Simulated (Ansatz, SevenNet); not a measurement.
For HfO2 (P4₂/nmc, No. 137; high-temperature phase), the machine-learned potential SevenNet-l3i5 (trained on PBE and PBE+U data) gives:

equilibrium lattice constant a: 3.591 Å
c axis length: 5.237 Å

Question: What does r²SCAN (plane waves, PAW; Ansatz, a quantum-chemistry and plane-wave program) give for the same quantities?

Answer: 
- lattice constant a: 3.577 Å (drops by 0.4 %)
- lattice parameter c: 5.203 Å (falls by 0.6 %)

Changes are worked out from the printed values.

Unless a cell is named, each level is at its own relaxed cell (SevenNet-l3i5 11.25, r²SCAN 11.09 Å³/atom).

Levels without +SOC leave out spin–orbit coupling, which shifts energies and cells of such heavy elements.

Caveats: the relaxation could not lower the start's symmetry, so the cell can be a saddle point above a distorted one (SevenNet-l3i5, r²SCAN). Ansatz's density-functional and Hartree–Fock values are scalar-relativistic unless marked +SOC, with PAW data made under PBE.
